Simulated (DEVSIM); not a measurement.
Structure: Al/La2O3/p-Si capacitor, at 300 K.

```
layer (left to right)  material  thickness (nm)  Na (cm⁻³)
---------------------  --------  --------------  ---------
1                         La2O3            5.80          -
2                            Si            5000     1.3e16
```

Metal gate on the left, work function 4.1 eV. Fixed charge at the semiconductor interface 0 cm⁻² (in units of +e); no interface traps.

The device is made up for the run: typed textbook-type constants, with dimensions and the other settings drawn at random. Values at 300 K; Nc and Nv go as T^1.5, mobilities as T to minus their exponent, the gap by Varshni's rule with the affinity fixed.

```tsv
parameter	La2O3	Si
gap (eV)	5.8	1.124
affinity (eV)	1.8	4.05
permittivity	27	11.7
Nc (cm⁻³)	-	2.86e19
Nv (cm⁻³)	-	3.1e19
Varshni α (eV/K)	-	0.000473
Varshni β (K)	-	636
```

Model (solved in DEVSIM): 1D Poisson equation in equilibrium, Boltzmann statistics, complete ionisation; no quantum confinement or tunnelling. Metal contacts follow the ideal Schottky-Mott rule: no Fermi-level pinning, no interface dipoles.

Base results: threshold voltage (band bending 2φF) (V) -0.14; minimum of the low-frequency capacitance (μF/cm²) 0.0443; capacitance of the dielectric stack (μF/cm²) 4.12; flat-band voltage (V) -0.87.

**Question.** What follows from this one change: gate work function 4.1 → 4.25 eV?

**Answer.** threshold voltage (band bending 2φF) -0.14 → 0.01 V; minimum of the low-frequency capacitance 0.0443 → 0.0430 μF/cm²; capacitance of the dielectric stack little changed (4.12 μF/cm²); flat-band voltage -0.87 → -0.72 V.

**Question.** What follows from this one change: temperature 300 → 450 K?

**Answer.** threshold voltage (band bending 2φF) -0.14 → -0.26 V; minimum of the low-frequency capacitance 0.0443 → 0.0651 μF/cm²; capacitance of the dielectric stack little changed (4.12 μF/cm²); flat-band voltage -0.87 → -0.71 V.

**Question.** What follows from this one change: fixed charge 0 → 8.7e+12 cm^-2?

**Answer.** threshold voltage (band bending 2φF) -0.14 → -0.47 V; minimum of the low-frequency capacitance 0.0443 → 0.0432 μF/cm²; capacitance of the dielectric stack little changed (4.12 μF/cm²); flat-band voltage -0.87 → -1.21 V.

**Question.** What follows from this one change: interface trap density 0 → 1e+11 cm^-2 eV^-1?

**Answer.** threshold voltage (band bending 2φF) little changed (-0.13 V); minimum of the low-frequency capacitance 0.0443 → 0.0598 μF/cm²; capacitance of the dielectric stack little changed (4.12 μF/cm²); flat-band voltage little changed (-0.87 V).

**Question.** What follows from this one change: La2O3 thickness 0.0058 → 0.0023 μm?

**Answer.** threshold voltage (band bending 2φF) little changed (-0.14 V); minimum of the low-frequency capacitance little changed (0.0445 μF/cm²); capacitance of the dielectric stack 4.12 → 10.4 μF/cm²; flat-band voltage little changed (-0.87 V).

**Question.** What follows from this one change: substrate doping 1.3e+16 → 2.6e+15 cm^-3?

**Answer.** threshold voltage (band bending 2φF) -0.14 → -0.18 V; minimum of the low-frequency capacitance 0.0443 → 0.0209 μF/cm²; capacitance of the dielectric stack little changed (4.12 μF/cm²); flat-band voltage -0.87 → -0.83 V.
